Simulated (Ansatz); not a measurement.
**SiSe2: x(Os) = 0.25, 12 atoms, P222**

Base system: SiSe2 (space group Ibam, No. 72; a = 6.3014 Å, b = 9.3016 Å, c = 5.8556 Å; made of chains).

The other end (x = 1) is OsSe2 (space group Ibam, No. 72; a hypothetical phase, not in the database extracts checked; made of chains): 23.92 Å³/atom, gap zero; this end may not be an ambient phase.

One thing is altered: a fraction x = 0.25 of the Si sites is given to Os, ordered in a cell of 12 atoms (starting symmetry P222) and fully relaxed.

Calculations: PBEsol (Ansatz, an electronic-structure program, PAW, no spin-orbit coupling). Settings: 8×8×5 k-points, 0.05 eV Fermi–Dirac smearing, for the changed cell.

The volume per atom drops by 0.44 Å³, from 28.60 Å³ to 28.16 Å³ and the band gap goes from 1.65 eV to zero. The mixing energy comes out as +0.13 eV/atom (to 0.01 eV only: unlike meshes or grids) (against an end that may be hypothetical) and the deviation of the volume from the linear (Vegard-type) interpolation amounts to +2.6 %. The mean first-shell distances comes out as Si–Se 2.299 Å (end compound 2.289 Å), Os–Se 2.339 Å (end compound 2.346 Å).

Final structure:

```
OsSi3Se8
1.0
    5.86853     0.00000     0.00000
    0.00000     6.07776     0.00000
    0.00000     0.00000     9.47340
Se Si Os
8 3 1
Direct
  0.26667   0.24336   0.61393
  0.78594   0.75028   0.12602
  0.21406   0.24972   0.12602
  0.73333   0.75664   0.61393
  0.26667   0.75664   0.38607
  0.78594   0.24972   0.87398
  0.21406   0.75028   0.87398
  0.73333   0.24336   0.38607
  0.00000   0.50000   0.00000
  0.50000   0.00000   0.50000
  0.00000   0.00000   0.00000
  0.50000   0.50000   0.50000
```

These are small ordered cells, not random alloys; other orderings at the same x differ. Spin-orbit coupling, missing from the scalar runs, can matter with Os. Whether these cells are dynamically stable was not tested. The final runs are not spin-polarised. No dispersion term is included in the PBEsol runs. OsSi3Se8 and OsSe2 have a high density of states at the Fermi level and may be magnetic at this level.
